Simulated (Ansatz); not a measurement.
Where the default PAW files enter, the runs use the earlier of Ansatz's two default sets.

Tunnelling through a barrier is set by its complex band structure: the current falls as exp(−2κd) with the smallest κ.

Consider the following.

```
BaF2
1.0
    4.40226     0.00000     0.00000
    0.00000     6.22573     0.00000
    2.20113     3.11287     2.20113
Ba F
1 2
Direct
  0.00000   0.00000   0.00000
  0.50000   0.25000   0.00000
  0.50000   0.75000   0.00000
```

Space group of this cell: Fm-3m, fluorite. The cell is taken as given; by r2SCAN its mean pressure is -0.9 GPa.

Transport runs along the normal of the first two printed cell vectors, the (110) plane of the conventional cell.

The gap is the functional's own, uncorrected, and κ follows it; spin-orbit coupling is left out. Mid-gap values are interpolated between the computed energies.

**Question.** Compute, with r2SCAN (Ansatz, an electronic-structure program), the band gap and the smallest decay constant κ at mid-gap.

**Answer.** Gap 7.35 eV on a 14×14×14 mesh; κ = 0.541 1/Å, at the zone centre.
